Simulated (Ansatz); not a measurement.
End structure of the (100) surface of fcc Rh, clean 1x1 (bottom of the slab: a bare face, its two planes held):

```yaml
crystal:
  lattice:
    - [2.70822, 0.00000, 0.00000]
    - [0.00000, 2.70822, 0.00000]
    - [0.00000, 0.00000, 26.00000]
  atoms:
    - { symbol: Rh, position: [0.50000, 0.50000, 0.31587] }
    - { symbol: Rh, position: [0.00000, 0.00000, 0.38952] }
    - { symbol: Rh, position: [0.50000, 0.50000, 0.46265] }
    - { symbol: Rh, position: [0.00000, 0.00000, 0.53701] }
    - { symbol: Rh, position: [0.50000, 0.50000, 0.61078] }
    - { symbol: Rh, position: [0.00000, 0.00000, 0.68133] }
```

Model: 6-atom slab, 9.6 Å thick at the start (thin: gaps and levels are the slab's own), 14x14x1 mesh, Fermi-Dirac 0.1 eV, dipole correction, single point; on the structure that PBE left under its start's symmetry; no spin, no spin-orbit, no U.

**Question.** What work function of the top face does r2SCAN, at the PBE geometry (Ansatz, an electronic-structure program) give?

**Answer.** 5.07 eV
